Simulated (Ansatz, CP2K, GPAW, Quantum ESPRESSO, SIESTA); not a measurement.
## SbPt (P1, 4 atoms in the cell) computed with different codes at matched settings

Self-consistent single point, at a second geometry (atoms moved at random). First geometry:

```
CELL_PARAMETERS angstrom
      4.14527     0.00000     0.00000
     -2.07264     3.58991     0.00000
      0.00000     0.00000     5.49655
ATOMIC_POSITIONS crystal
  Sb 0.66667 0.33333 0.75000
  Sb 0.33333 0.66667 0.25000
  Pt 0.00000 0.00000 0.50000
  Pt 0.00000 0.00000 0.00000
```

Second geometry:
```
CELL_PARAMETERS angstrom
      4.14527     0.00000     0.00000
     -2.07264     3.58991     0.00000
      0.00000     0.00000     5.49655
ATOMIC_POSITIONS crystal
  Sb 0.66869 0.33610 0.75093
  Sb 0.32442 0.65176 0.24703
  Pt 0.00313 0.00651 0.50666
  Pt 0.00376 0.00563 0.99539
```

Shared settings, as Ansatz (a quantum-chemistry and plane-wave program) writes them: kpoints.mp_grid.grid = 8 8 5; scf.occupations.method = fermi_dirac; scf.occupations.width = 0.1 eV. Potentials and cutoffs stand in the table.

```csv
code,model,ΔF from the first geometry (meV/atom),pressure (GPa),largest force (eV/Å),cutoff
GPAW,"PBEsol, GPAW PAW datasets PBEsol (made by gpaw-setup)",10.8,0.82,0.784,550 eV
Quantum ESPRESSO,"PBEsol, SSSP 1.1.2 efficiency (PBE) pseudopotentials",11.1,1.34,0.798,40 Ry
Ansatz,"PBEsol, PAW files made with PBE",11.0,1.44,0.795,420 eV
SIESTA,"GGA PBEsol, numerical atomic orbitals DZP, PseudoDojo PBEsol standard norm-conserving potentials (rewritten from UPF to PSML)",13.9,4.64,0.956,grid 400 Ry
CP2K,"PBEsol, GPW, DZVP-MOLOPT-SR-GTH basis, GTH-PBE potentials (GTH_POTENTIALS)",12.6,5.95,0.865,grid 500 Ry
```

Size of the force on each atom (eV/Å): Sizes of forces hide their directions.

```json
[
 {"code": "GPAW", "Sb1": "0.057", "Sb2": "0.534", "Pt3": "0.784", "Pt4": "0.730"},
 {"code": "Quantum ESPRESSO", "Sb1": "0.060", "Sb2": "0.552", "Pt3": "0.798", "Pt4": "0.743"},
 {"code": "Ansatz", "Sb1": "0.059", "Sb2": "0.544", "Pt3": "0.795", "Pt4": "0.740"},
 {"code": "SIESTA", "Sb1": "0.062", "Sb2": "0.699", "Pt3": "0.956", "Pt4": "0.896"},
 {"code": "CP2K", "Sb1": "0.066", "Sb2": "0.672", "Pt3": "0.865", "Pt4": "0.801"}
]
```

On Ansatz's run: spin-orbit coupling is off. Spin polarisation is off.

The spread over the programs that give each value: ΔF from the first geometry within 3.1 meV/atom; pressure within 5.13 GPa; largest force within 0.172 eV/Å.

SIESTA and CP2K use small atom-centred bases, whose incompleteness enters pressures, forces and empty levels differently from a plane-wave cutoff. Ansatz's pressure is given at a fixed set of plane waves, as the other plane-wave codes print theirs; with its correction for the finite basis it is 1.48 GPa. In the pressure, SIESTA (by 3.29) and CP2K (by 4.60) lie more than 1 GPa from the median of the plane-wave programs. In the force vectors, SIESTA (by 0.162) and CP2K (by 0.129) lie more than 0.08 eV/Å from the median of the plane-wave programs.

The starting cell comes from a database of computed structures (which also holds hypothetical and non-ambient phases and stackings), without a prior relaxation at this level. Its lattice was rescaled by a random factor within 2.5 % of one. For this run, on top of that: atoms moved at random.

Keys are those of Ansatz 0.2.
